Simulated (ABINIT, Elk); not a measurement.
An Elk input for a self-consistent single point of Tc₃Pd (P-6m2, 4 atoms in the cell) (DFT, PBEsol, all-electron FP-LAPW, Elk's shipped species files, LAPW+lo basis):

```
tasks
  0

xctype
  22

rgkmax
  7.5

gmaxvr
  16.0

nxoapwlo
  1

stype
  0

swidth
  0.00499791

maxscl
  100

avec
    5.0813597845    0.0000000884    0.0000000000
   -2.5406799688    4.4005866149    0.0000000000
    0.0000000000    0.0000000000   16.5525495421

sppath
  './'

atoms
  2
  'Tc.in'
  3
  0.0000000000  0.0000000000  0.0000000000    0.0 0.0 0.0
  0.3333333333  0.6666666667  0.7557400000    0.0 0.0 0.0
  0.3333333333  0.6666666667  0.2442600000    0.0 0.0 0.0
  'Pd.in'
  1
  0.0000000000  0.0000000000  0.5000000000    0.0 0.0 0.0

ngridk
  14 14 4
```

Question: Give the ABINIT input for the same structure, mesh, smearing and functional.

Answer: This is the input that was run; spellings and numerical settings could be chosen otherwise.

```
# Tc3Pd, JTH v2.0 PBE PAW
pp_dirpath "./"
pseudos "Tc.GGA_PBE-JTH.xml, Pd.GGA_PBE-JTH.xml"
acell 3*1.0 Angstrom
rprim
         2.6889397984    0.0000000468    0.0000000000
        -1.3444699397    2.3286901512    0.0000000000
         0.0000000000    0.0000000000    8.7592320000
natom 4
ntypat 2
znucl 43 46
typat 1 1 1 2
xcart
         0.0000000000    0.0000000000    0.0000000000
        -0.0000000511    2.9337244394   12.5094237909
        -0.0000000511    2.9337244394    4.0431257511
         0.0000000000    0.0000000000    8.2762747710
ecut 48 Ry
pawecutdg 96 Ry
pawxcdev 0
ixc -116133
occopt 7
tsmear 0.00499791
nband 41
kptopt 1
ngkpt 14 14 4
nshiftk 1
shiftk 0 0 0
nstep 60
tolvrs 1.0e-12
prtwf 0
prtden 0
enunit 1
```

Basis, cutoffs, solver keys and any potentials are the target program's own. This input uses DFT, PBEsol, plane waves, PAW (JTH v2.0 PBE PAW, files made for PBE).

The starting cell comes from a database of computed structures (which also holds hypothetical and non-ambient phases and stackings), without a prior relaxation at this level. Its lattice was rescaled by a random factor within 2.5 % of one.
